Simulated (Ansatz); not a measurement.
## TiSi2: pressure series

Consider TiSi2 (space group Fddd, No. 70).

```cif
data_Si4Ti2
_chemical_formula_sum 'Si4 Ti2'
_space_group_name_H-M_alt 'P 1'
_space_group_IT_number 1
_cell_length_a 5.92296
_cell_length_b 4.88469
_cell_length_c 4.75830
_cell_angle_alpha 75.779
_cell_angle_beta 53.076
_cell_angle_gamma 51.146
loop_
_space_group_symop_operation_xyz
  'x, y, z'
loop_
_atom_site_label
_atom_site_type_symbol
_atom_site_fract_x
_atom_site_fract_y
_atom_site_fract_z
_atom_site_occupancy
Si1 Si 0.66253 0.33747 0.66253 1
Si2 Si 0.33747 0.66253 0.33747 1
Si3 Si 0.58747 0.91253 0.58747 1
Si4 Si 0.91253 0.58747 0.91253 1
Ti1 Ti 0.00000 0.00000 0.00000 1
Ti2 Ti 0.25000 0.25000 0.25000 1
```

Cell and atoms are relaxed at each pressure.

Method: r2SCAN (Ansatz, a first-principles code, PAW, spin-orbit coupling left out).

```csv
P (GPa),V (Å³/atom)
-2.00,14.161
-1.00,14.060
0.90,13.879
2.09,13.771
4.50,13.567
9.00,13.224
15.00,12.828
22.50,12.405
30.00,12.043
```

Question: Fit a third-order Birch–Murnaghan equation of state.

Answer: Least squares on P(V) = (3B₀/2)[(V₀/V)^(7/3) − (V₀/V)^(5/3)]·[1 + (3/4)(B₀′ − 4)((V₀/V)^(2/3) − 1)] gives V₀ = 13.96 Å³/atom, B₀ = 147 GPa and B₀′ = 4.3.

Load acts through the strain it causes; cell and atoms are relaxed under it. No phonon test of stability was made. No other phases were tried under pressure. All final runs are without spin polarisation.
